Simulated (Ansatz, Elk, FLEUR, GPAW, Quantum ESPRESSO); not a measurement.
Li3Ni (I4/mmm, 4 atoms in the cell) computed with different codes at matched settings

Self-consistent single point, at a second geometry (lattice scaled by 0.98). First geometry:

```
Li3Ni
1.0
   -1.90491     1.90491     3.78796
    1.90491    -1.90491     3.78796
    1.90491     1.90491    -3.78796
Li Ni
3 1
Direct
  0.75000   0.25000   0.50000
  0.25000   0.75000   0.50000
  0.50000   0.50000   0.00000
  0.00000   0.00000   0.00000
```

Shared settings, as Ansatz (a quantum-chemistry and plane-wave program) writes them: kpoints.mp_grid.grid = 12 12 12; scf.occupations.method = fermi_dirac; scf.occupations.width = 0.136 eV. Potentials and cutoffs stand in the table.

```
code                                                                                        model  ΔF from the first geometry (meV/atom)  pressure (GPa)           cutoff
----------------  -------------------------------------------------------------------------------  -------------------------------------  --------------  ---------------
Ansatz                                                            PBEsol, PAW files made with PBE                                    1.2            1.33          default
Elk               PBEsol, all-electron FP-LAPW, Elk's shipped species files, default APW+lo basis                                    6.2               –          default
FLEUR                             PBEsol, all-electron FLAPW (FLEUR), scalar-relativistic valence                                    1.4               –  Kmax 4.2 1/bohr
GPAW                                        PBEsol, GPAW PAW datasets PBEsol (made by gpaw-setup)                                    1.5            1.46           800 eV
Quantum ESPRESSO                             PBEsol, GBRV 1.5 ultrasoft (PBESOL) pseudopotentials                                    1.4            1.34            50 Ry
```

A dash marks a value that a program does not give, or that is left out as unsure.

On Ansatz's run: spin polarisation is off.

The spread over the programs that give each value: ΔF from the first geometry within 5.0 meV/atom; pressure within 0.13 GPa.

Elk and FLEUR treat all electrons, but the usual bases taken here (sphere radii, linearisation, local orbitals, empty states) were not tested for convergence, so the values are no reference for the others. Ansatz's pressure is given at a fixed set of plane waves, as the other plane-wave codes print theirs.

The starting cell comes from a database of computed structures (which also holds hypothetical and non-ambient phases and stackings), without a prior relaxation at this level. For this run, on top of that: lattice scaled by 0.98.

Left out of this page: SIESTA (unsound by tests on forces, stress, charge or solver warnings).

Keys are those of Ansatz 0.2.
